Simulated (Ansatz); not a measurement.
The parent structure is Se (space group P3_121, No. 152; a = 4.535 Å, c = 5.041 Å; made of chains). Axes: x lies along a and z along c of the hexagonal cell.

Level of theory: PBE (Ansatz, a first-principles code, PAW, no SOC).

It is then changed as follows: every lattice vector is stretched by 0.71 %; the atoms relax in the strained cell.

Problem. Predict the stress tensor and what it implies for the stiffness.

Solution. Stress of the strained cell less that of the base (GPa, compression positive):
```
  -0.12    0.00    0.00
   0.00   -0.12    0.00
   0.00    0.00   -0.61
```

Then B = −ΔP/(ΔV/V₀) with ΔV/V₀ = 0.0215 gives secant stiffness values (nonlinear terms included at this strain): B (at held cell shape, above the free-shape value) ≈ 13 GPa.

Whether these cells are dynamically stable was not tested. No dispersion term is included, though the crystal is made of layers, chains or molecules, so its spacings can come out too wide.
